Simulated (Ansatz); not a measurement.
We consider white tin (β-Sn), described by revPBE (Ansatz, an electronic-structure program, plane waves, PAW).

Numerical settings: plane-wave cutoff 520 eV, 20×20×20 k mesh, Fermi–Dirac smearing 0.05 eV, scalar-relativistic PAW data made under PBE.

Computed at the level's own relaxed cell.

Q: Give the computed equilibrium volume per atom, bulk modulus, c axis length, pressure derivative B′ of the bulk modulus and lattice parameter a.

A: 
* **equilibrium volume per atom**: 29.03 Å³/atom
* **bulk modulus**: 44.3 GPa
* **c axis length**: 3.239 Å
* **pressure derivative B′ of the bulk modulus**: 4.9
* **lattice parameter a**: 5.987 Å

The run finds no gap.

Measured, for comparison: bulk modulus 57.0 GPa (temperature not stated, no zero-point or thermal correction; as tabulated in Chen et al. (2023), arXiv:2209.05059); lattice parameter c 3.181 Å, lattice constant a 5.831 Å (293 K, no zero-point or thermal correction; as tabulated in Wikipedia's data pages). Computed (rounded) less measured: bulk modulus -22 %, lattice parameter c +1.8 %, lattice constant a +2.7 %.

Note: the bulk modulus comes from volumes at which shape and atoms were relaxed.

Spin–orbit coupling is not included.

Static lattice: no zero-point or thermal effects.

It cost around 15 core-minutes (rough) of CPU time.
